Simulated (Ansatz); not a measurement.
Take ZnS (space group P4_2/mnm, No. 136; a = 6.630 Å, c = 3.861 Å; a hypothetical phase, not in the database extracts checked) as the base. Axes: x, y, z lie along a, b, c of the conventional cell.

Structures relaxed with PBE (Ansatz, a quantum-chemistry and plane-wave program, PAW, no spin-orbit coupling).

Base:

Simulated powder pattern, Mo Kα, λ = 0.71073 Å (kinematic, ideal powder, no thermal factors, no anomalous dispersion; the 10 strongest lines at most, above 2 %, up to 2θ = 40°):

| 2θ (°) | I/Imax (%) | hkl |
|---|---|---|
| 12.23 | 92 | (101) |
| 12.31 | 94 | (200) |
| 13.70 | 26 | (111) |
| 13.77 | 27 | (210) |
| 17.38 | 28 | (211) |
| 21.21 | 27 | (002) |
| 21.35 | 100 | (301) |
| 24.60 | 27 | (202) |
| 24.72 | 49 | (321) |
| 26.29 | 25 | (330) |

After one change:

Simulated powder pattern, Mo Kα, λ = 0.71073 Å (kinematic, ideal powder, no thermal factors, no anomalous dispersion; the 10 strongest lines at most, above 2 %, up to 2θ = 40°):

```
2θ (°)  I/Imax (%)
------  ----------
11.89           93
12.19           88
12.35           84
12.52           79
13.71           50
20.85          100
21.38           49
21.68           85
24.39           46
26.07           46
```

Problem. Name the change that was made.
A) biaxial strain +1.74 %, plane normal [001], relaxed out of plane
B) tensor shear ε_xz = +0.68 %
C) uniaxial stress, 2 GPa tension along x
D) biaxial strain +1.19 %, plane normal [001], relaxed out of plane

Solution. C, uniaxial stress, 2 GPa tension along x. Its volume per atom is 21.43 Å³ against 21.22 Å³, and its space group is Pnnm (No. 58).

Beyond what the load breaks, stability against distortions was not tested.
